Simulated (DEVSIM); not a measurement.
System: Ru/Si3N4/n-Ge capacitor, at 400 K.

| layer (left to right) | material | thickness (nm) | Nd (cm⁻³) |
|---|---|---|---|
| 1 | Si3N4 | 15.0 | - |
| 2 | Ge | 6300 | 8.8e15 |

Metal gate on the left, work function 4.7 eV. Fixed charge at the semiconductor interface -9.2e10 cm⁻² (in units of +e); no interface traps.

The device is made up for the run: typed textbook-type constants, with dimensions and the other settings drawn at random. Values at 300 K; Nc and Nv go as T^1.5, mobilities as T to minus their exponent, the gap by Varshni's rule with the affinity fixed.

```
parameter         Si3N4        Ge
----------------  -----  --------
gap (eV)            5.1     0.664
affinity (eV)       2.1         4
permittivity        7.5        16
Nc (cm⁻³)             -   1.04e19
Nv (cm⁻³)             -      6e18
Varshni α (eV/K)      -  0.000477
Varshni β (K)         -       235
```

Model (solved in DEVSIM): 1D Poisson equation in equilibrium, Boltzmann statistics, complete ionisation; no quantum confinement or tunnelling. Metal contacts follow the ideal Schottky-Mott rule: no Fermi-level pinning, no interface dipoles.

Task: Tabulate band edges, carrier densities and field at 0.25 V on the gate.

Result: Energies count from the Fermi level of the right contact; mesh points crowd at the junctions.

| x (μm) | Ec (eV) | Ev (eV) | n (cm⁻³) | p (cm⁻³) | field (V/cm) |
|---|---|---|---|---|---|
| 0.000 | 2.350 | -2.750 | < 1e2 | < 1e2 | -22000 |
| 0.001520 | 2.347 | -2.753 | < 1e2 | < 1e2 | -22000 |
| 0.004715 | 2.340 | -2.760 | < 1e2 | < 1e2 | -22000 |
| 0.01008 | 2.328 | -2.772 | < 1e2 | < 1e2 | -22000 |
| 0.01406 | 2.319 | -2.781 | < 1e2 | < 1e2 | -22000 |
| 0.01531 | 0.417 | -0.207 | 9.0e13 | 2.3e16 | -21000 |
| 0.01739 | 0.412 | -0.212 | 1.0e14 | 2.0e16 | -20000 |
| 0.02547 | 0.397 | -0.227 | 1.6e14 | 1.3e16 | -18000 |
| 0.04190 | 0.371 | -0.253 | 3.3e14 | 6.1e15 | -14000 |
| 0.08156 | 0.326 | -0.298 | 1.3e15 | 1.6e15 | -9200 |
| 0.1773 | 0.274 | -0.350 | 5.7e15 | 3.6e14 | -2600 |
| 0.5491 | 0.258 | -0.366 | 9.0e15 | 2.2e14 | ≈ 0 |
| 1.306 | 0.258 | -0.366 | 9.0e15 | 2.2e14 | ≈ 0 |
| 3.132 | 0.258 | -0.366 | 9.0e15 | 2.2e14 | ≈ 0 |
| 5.321 | 0.258 | -0.366 | 9.0e15 | 2.2e14 | ≈ 0 |
| 5.904 | 0.258 | -0.366 | 9.0e15 | 2.2e14 | ≈ 0 |
| 6.145 | 0.258 | -0.366 | 9.0e15 | 2.2e14 | ≈ 0 |
| 6.245 | 0.258 | -0.366 | 9.0e15 | 2.2e14 | ≈ 0 |
| 6.295 | 0.258 | -0.366 | 9.0e15 | 2.2e14 | ≈ 0 |
| 6.307 | 0.258 | -0.366 | 9.0e15 | 2.2e14 | ≈ 0 |
| 6.312 | 0.258 | -0.366 | 9.0e15 | 2.2e14 | ≈ 0 |
| 6.315 | 0.258 | -0.366 | 9.0e15 | 2.2e14 | ≈ 0 |
